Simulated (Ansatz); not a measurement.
Consider CdTe in the zinc blende structure (space group F-43m, No. 216; a = 6.489 Å).

Calculations: PBEsol in Ansatz (plane waves to 420 eV, PAW, spin-orbit coupling left out).

Strains are applied to the cell and any free atomic positions relax.

One change was made to it. Results:

The energy increases by 40 meV/atom; the electron mass goes from 0.055 mₑ (at Γ) to 0.070 mₑ (at Γ); the width of the top valence band goes up by 0.42 eV to 2.63 eV.

### Question
What was done to the base?
A. isotropic strain −3.00 %
B. isotropic strain −0.50 %
C. isotropic strain −1.00 %
D. isotropic strain +0.50 %
E. isotropic strain −2.50 %

### Answer
A, isotropic strain −3.00 %. For comparison, the energy relative to the base in the other runs: isotropic strain −2.50 % gives +27 meV/atom; isotropic strain −0.50 % gives +1.0 meV/atom; isotropic strain −1.00 % gives +4.2 meV/atom; isotropic strain +0.50 % gives +0.9 meV/atom.

Spin-orbit coupling, missing from the scalar runs, can matter with Te. The levels and masses belong to the bands next to the band gap. Masses are band curvatures over ±0.01 Å⁻¹ around the edge. No phonon test of stability was made.

Ansatz is an electronic-structure program.
